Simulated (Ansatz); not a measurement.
The reference is ZnCu₂SnS₄ (space group I-4, No. 82; a = 5.317 Å, c = 10.643 Å). Axes: x, y, z lie along a, b, c of the conventional cell.

Calculations: DFT with LDA, PAW potentials and a 420 eV plane-wave cutoff in Ansatz (a program for electronic structure), no spin-orbit coupling.

Before the change:

The gap character is direct at Γ.

Now apply this change: biaxial strain +0.75 %, plane normal [001], relaxed out of plane (Cartesian); in-plane vectors clamped, the third vector and the atoms free.

Q: What does the calculation give for the gap character and energy relative to the base after the change?

A: The gap character is still direct at Γ; the energy rises by 0.6 meV/atom.

No phonon test of stability was made. All final runs are without spin polarisation.
